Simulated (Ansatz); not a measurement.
## Pressure series in CsAuF4

The parent structure is CsAuF4 (space group Immm, No. 71; a cell from a computed database, its experimental status unchecked).

```xyz
12
Lattice="-2.7474 3.3506 6.2314 2.7474 -3.3506 6.2314 2.7474 3.3506 -6.2314" Properties=species:S:1:pos:R:3 pbc="T T T"
Cs     2.7474     0.0000     2.7018
Cs     0.0000     3.3506     3.5297
Au     0.0000     0.0000     6.2314
Au     0.0000     0.0000     0.0000
F      2.7474     1.4230     0.0000
F      0.0000     1.9276     6.2314
F      0.0000     0.0000     4.2992
F      0.0000     0.0000     8.1636
F      2.7474     2.0180     4.8344
F      0.0000     1.3327     1.3970
F      2.7474    -2.0180     4.8344
F      0.0000     5.3686     1.3970
```

Cell and atoms are relaxed at each pressure.

The values are results of Ansatz (a first-principles code) PBEsol, without spin-orbit coupling, not measurements.

```tsv
pressure (GPa)	volume per atom (Å³/atom)
-1	20.966
0	19.121
0.9	18.225
2.1	17.400
4.5	16.300
9	?
22.5	13.107
30	12.462
```

Task: Fit the third-order Birch–Murnaghan form P(V) = (3B₀/2)[(V₀/V)^(7/3) − (V₀/V)^(5/3)]·[1 + (3/4)(B₀′ − 4)((V₀/V)^(2/3) − 1)] (squares taken in P) to the rows shown and predict the withheld row.

Result: Least squares on the printed values gives V₀ = 19.121 Å³/atom, B₀ = 15.8 GPa, B₀′ = 7.5; this predicts 15.036 Å³/atom, and the run gives 15.040 Å³/atom, 0.004 higher.

Load acts through the strain it causes; cell and atoms are relaxed under it. Whether these cells are dynamically stable was not tested. No other phases were tried under pressure.
